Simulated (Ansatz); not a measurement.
Seebeck coefficient (μV/K, mean over directions) of n-type PbI₂ (P-3m1) against carrier density, PBEsol+D3BJ with spin-orbit coupling, rigid bands (Ansatz, a first-principles code). Computed gap 1.15 eV; densities at which minority carriers matter at this gap, or further valleys turn the trend, are left out. Conductivity mass 0.26 mₑ (harmonic mean over directions), N_c = 4.6e18 cm⁻³ at 300 K.

```csv
electron density,300 K,500 K
1e16 cm⁻³,-739,-815
1e17 cm⁻³,-541,-617
1e18 cm⁻³,-345,-419
3e18 cm⁻³,-254,-327
1e19 cm⁻³,-164,[?]
3e19 cm⁻³,-98,-152
1e20 cm⁻³,-52,-88
3e20 cm⁻³,[?],[?]
```

Some entries are withheld; supply them.


- 1e19 cm⁻³, 500 K: -230
- 3e20 cm⁻³, 300 K: -24
- 3e20 cm⁻³, 500 K: -57

Rigid bands with a gap fixed in temperature, one relaxation time for all states, no polarons or phonon drag, and whether or not such doping can be reached. Geometry: cell and atoms relaxed with PBEsol+D3(BJ).

PBEsol with a dispersion correction tends to overbind, so the cell can be several per cent short, in bad cases over ten, which usually narrows a gap: PbI2 (P-3m1).
